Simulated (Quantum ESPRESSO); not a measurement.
Troubleshooting Quantum ESPRESSO: a failed run on LaMg3O4 (Pm-3m, 8 atoms in the cell). The aim is a self-consistent single point with DFT, PBEsol, plane waves, GBRV 1.5 ultrasoft (PBESOL) pseudopotentials.

The input file:

```fortran
&CONTROL
  calculation = 'scf'
  outdir = './tmp/'
  pseudo_dir = './'
  tprnfor = .true.
  tstress = .true.
/
&SYSTEM
  ibrav = 1
  celldm(1) = 9.0945186241
  nat = 8
  ntyp = 3
  ecutwfc = 40
  ecutrho = 200
  occupations = 'smearing'
  smearing = 'cold'
  degauss = 0.0073499
/
&ELECTRONS
  conv_thr = 1e-10
  mixing_beta = 0.7
/
ATOMIC_SPECIES
La   138.9055  la_pbe_v1.uspp.F.UPF
Mg    24.3050  mg_pbesol_v1.4.uspp.F.UPF
O     15.9990  o_pbesol_v1.2.uspp.F.UPF
ATOMIC_POSITIONS {angstrom}
La    0.0000000000    0.0000000000    0.0000000000
Mg    0.0000000000    2.4063060000    2.4063060000
Mg    2.4063060000    0.0000000000    2.4063060000
Mg    2.4063060000    2.4063060000    0.0000000000
O     2.4063060000    0.0000000000    0.0000000000
O     0.0000000000    2.4063060000    0.0000000000
O     0.0000000000    0.0000000000    2.4063060000
O     2.4063060000    2.4063060000    2.4063060000
K_POINTS {automatic}
7 7 7  0 0 0
```

Output, abridged:

```
          10           3

 %%%%%%%%%%%%%%%%%%%%%%%%%%%%%%%%%%%%%%%%%%%%%%%%%%%%%%%%%%%%%%%%%%%%%%%%%%%%%%
     Error in routine set_dft_from_name (4):
      conflicting values for igcx
 %%%%%%%%%%%%%%%%%%%%%%%%%%%%%%%%%%%%%%%%%%%%%%%%%%%%%%%%%%%%%%%%%%%%%%%%%%%%%%

     stopping ...
```

Task: From the messages shown, name the fault and mend the input.

Result: The fault is potentials made for another functional; here the program stops on it instead of giving results. To fix it, use potentials made for the functional of the run. The program stopped before any SCF iteration.

An input that runs soundly differs in these lines (not the only fix; some lines may just follow from the change or write a value another way):
```diff
-La   138.9055  la_pbe_v1.uspp.F.UPF
+La   138.9055  la_pbesol_v1.uspp.F.UPF
```

With that input, the run converged in 14 iterations: free energy E − TS -8261.8207 eV; Fermi level (on the code's own zero) 11.17 eV; pressure -6.76 GPa (DFT, PBEsol, plane waves, GBRV 1.5 ultrasoft (PBESOL) pseudopotentials).

On the sound input: the starting cell comes from a database of computed structures (which also holds hypothetical and non-ambient phases and stackings), without a prior relaxation at this level. Its lattice was rescaled by a random factor within 2.5 % of one. With a pressure of about -7 GPa the cell is away from its equilibrium volume at this level.
